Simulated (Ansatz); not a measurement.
Si (diamond structure), cut as (110) film, 8 layers, monofluoride, F-ended; geometry relaxed with PBE. The relaxation kept the symmetry of its start, so a lower minimum of less symmetry isn't excluded. The in-plane lattice is held at the bulk value. With PBE in Ansatz (a quantum-chemistry and plane-wave program) the gap on the k-mesh of the run is 0.84 eV. k-points: Γ-centred 5×7×1 mesh; occupations: Fermi-Dirac, 0.020 eV; spin polarisation not allowed. Scalar-relativistic, no spin-orbit coupling.

**Question.** What gap does Ansatz with HSE06 give on the same geometry and mesh?

**Answer.** 1.43 eV, wider by 0.59 eV.
